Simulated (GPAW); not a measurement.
```yaml
crystal:
  lattice:
    - [4.83957, -2.67728, 0.00000]
    - [4.83957, 2.67728, 0.00000]
    - [-2.96845, 0.00000, 4.46549]
  atoms:
    - { symbol: W, position: [0.49327, 0.00813, 0.00382] }
    - { symbol: W, position: [0.00650, 0.48154, 0.50187] }
    - { symbol: O, position: [0.27198, 0.22215, 0.72756] }
    - { symbol: O, position: [0.74420, 0.76776, 0.25210] }
    - { symbol: O, position: [0.75397, 0.75027, 0.75967] }
    - { symbol: O, position: [0.22760, 0.25377, 0.24518] }
    - { symbol: F, position: [0.27619, 0.73852, 0.75939] }
    - { symbol: F, position: [0.72630, 0.27785, 0.25039] }
```

Method: PBEsol, GPAW PAW datasets PBEsol (made by gpaw-setup) (plane waves; GPAW).

The set-up and first iterations of a GPAW log for WO₂F (P1, 8 atoms in the cell):

```
Input parameters:
  convergence: {density: 1e-05,
                energy: 1e-05}
  kpts: {gamma: True,
         size: (4, 4, 4)}
  maxiter: 120
  mode: {ecut: 950.0,
         name: pw}
  nbands: -12
  occupations: {name: methfessel-paxton,
                order: 0,
                width: 0.136}
  symmetry: {symmorphic: False,
             tolerance: 0.0005}
  xc: PBEsol

species:
  W:
    name: Tungsten
    Z: 74.0
    valence: 14
    core: 60
    charge: 0.0
    file: W.PBEsol.gz

    # Using partial waves for W as LCAO basis

  O:
    name: Oxygen
    Z: 8.0
    valence: 6
    core: 2
    charge: 0.0
    file: O.PBEsol.gz

    # Using partial waves for O as LCAO basis

  F:
    name: Fluorine
    Z: 9.0
    valence: 7
    core: 2
    charge: 0.0
    file: F.PBEsol.gz

    # Using partial waves for F as LCAO basis

Reference energy: -890833.436383  # eV

Spin-paired calculation

Convergence criteria:
   [... lines left out ...]
  External potential:
    NoExternalPotential

XC parameters: PBEsol with 2 nearest neighbor stencil

Number of atoms: 8
Number of atomic orbitals: 50
Number of bands in calculation: 45
Number of valence electrons: 66
Bands to converge: occupied

Density initialized from atomic densities
  45 bands from LCAO basis set

Atomic positions and initial magnetic moments

Positions:
   0 W      2.415256   -1.298858    0.017067    ( 0.0000,  0.0000,  0.0000)
   1 W      0.872126    1.271831    2.241111    ( 0.0000,  0.0000,  0.0000)
   2 O      0.231645   -0.133414    3.248926    ( 0.0000,  0.0000,  0.0000)
   3 O      6.568870    0.063088    1.125749    ( 0.0000,  0.0000,  0.0000)
   4 O      5.024834   -0.009898    3.392317    ( 0.0000,  0.0000,  0.0000)
   5 O      1.601817    0.070081    1.094857    ( 0.0000,  0.0000,  0.0000)
   6 F      2.656522    1.237797    3.391063    ( 0.0000,  0.0000,  0.0000)
   7 F      4.116395   -1.200626    1.118113    ( 0.0000,  0.0000,  0.0000)

Unit cell:
           periodic     x           y           z      points  spacing
  1. axis:    yes    4.839575   -2.677285    0.000000    40     0.1115
  2. axis:    yes    4.839575    2.677285    0.000000    40     0.1115
  3. axis:    yes   -2.968445    0.000000    4.465485    40     0.1116

  Lengths:   5.530763   5.530763   5.362110
  Angles:  118.973997 118.973997  57.903319

Effective grid spacing dv^(1/3) = 0.1218
     iter     time        total  log10-change:
                         energy   eigst   dens
iter:   1 --:--:--   -76.608882
iter:   2 --:--:--   -73.939310   -1.18  -0.97
iter:   3 --:--:--   -68.014958   -0.42  -1.03
iter:   4 --:--:--   -68.645415   -1.67  -1.45
iter:   5 --:--:--   -68.396180   -1.80  -1.35
```

Question: How does the run end?

Answer: The run converged in 28 iterations. Its thresholds were met; that alone does not show that basis and mesh suffice. It ends on: free energy E − TS (from the program's reference atoms) -67.9277 eV; Fermi level (on the code's own zero) 4.97 eV; largest force (vector length) 3.642 eV/Å. The log goes on:

```
   [... 3 lines left out ...]
iter:   9 --:--:--   -67.921134   -3.37  -2.53
iter:  10 --:--:--   -67.921556   -3.06  -2.61
iter:  11 --:--:--   -67.919066   -4.16  -2.83
   [... lines left out ...]
iter:  14 --:--:--   -67.918752c  -5.11  -3.21
iter:  15 --:--:--   -67.918682c  -5.07  -3.29
iter:  16 --:--:--   -67.918691c  -5.79  -3.48
iter:  17 --:--:--   -67.918694c  -6.08  -3.56
iter:  18 --:--:--   -67.918690c  -5.90  -3.76
iter:  19 --:--:--   -67.918683c  -6.40  -3.78
iter:  20 --:--:--   -67.918680c  -7.01  -3.87
iter:  21 --:--:--   -67.918682c  -6.66  -3.97
iter:  22 --:--:--   -67.918681c  -7.88c -4.14
iter:  23 --:--:--   -67.918678c  -7.34  -4.35
iter:  24 --:--:--   -67.918677c  -8.25c -4.45
iter:  25 --:--:--   -67.918676c  -7.50c -4.48
iter:  26 --:--:--   -67.918675c  -8.05c -4.69
iter:  27 --:--:--   -67.918676c  -8.31c -4.95
iter:  28 --:--:--   -67.918677c  -8.67c -5.26c
Converged after 28 iterations.

Dipole moment: (-2.218902, -0.198442, -0.524714) |e|*Ang

Energy contributions relative to reference atoms: (reference = -890833.436383)

Kinetic:        +53.341735
Potential:      -65.700730
External:        +0.000000
XC:             -56.548189
Entropy (-ST):   -0.018095
Local:           +0.997555
SIC:             +0.000000
--------------------------
Free energy:    -67.927724
Extrapolated:   -67.918677

Showing only first 2 kpts
 Kpt  Band  Eigenvalues  Occupancy
  0    31      2.76081    2.00000
  0    32      3.71323    2.00000
  0    33      3.78489    2.00000
  0    34      4.15815    2.00000

  1    31      2.54225    2.00000
  1    32      4.42187    2.00000
  1    33      4.59037    1.99990
  1    34      5.08304    0.22211

Fermi level: 4.96562

No gap
No difference between direct/indirect transitions
Energy (eV): -67.918677

Forces in eV/Ang:
  0 W    -0.09724   -2.07908    0.43259
  1 W     1.35373    3.31083    0.68431
  2 O    -0.42824    1.06508    0.18587
  3 O    -0.65517   -0.70368    1.00360
  4 O     0.36077   -0.73136   -0.18886
  5 O     1.04879   -0.92359   -1.33617
  6 F    -1.11932    0.20549   -0.67038
  7 F    -0.46122   -0.14106   -0.11096

Stress tensor:
     0.010174    -0.000870     0.005205
    -0.000870     0.009090     0.005164
     0.005205     0.005164     0.002103
Stress (GPa, Voigt): [ 1.63    1.4563  0.337   0.8273  0.8339 -0.1394]
```

For comparison: a first run was changed to give this one (atoms moved at random), and from it to this one the free energy rises by 56.5 meV/atom and the largest force goes from 0.065 to 3.642 eV/Å.

The starting cell comes from a database of computed structures (which also holds hypothetical and non-ambient phases and stackings), without a prior relaxation at this level. For this run, on top of that: atoms moved at random. Spin-orbit coupling is off. Spin polarisation is off. Forces in this geometry exceed 1 eV/Å.

The run was DFT PBEsol, plane waves, GPAW PAW datasets PBEsol (made by gpaw-setup). Main settings of its input:

- mode = pw
- ecut = 950 eV
- xc = PBEsol
- kpts = 4 4 4
- mesh shift (steps) = 0 0 0
- occupations.name = methfessel-paxton
- occupations.width = 0.136 eV
- occupations.order = 0
- nbands = -12
- convergence.density = 1e-05 e/electron
- convergence.energy = 1e-05 eV/electron
- symmetry.symmorphic = false
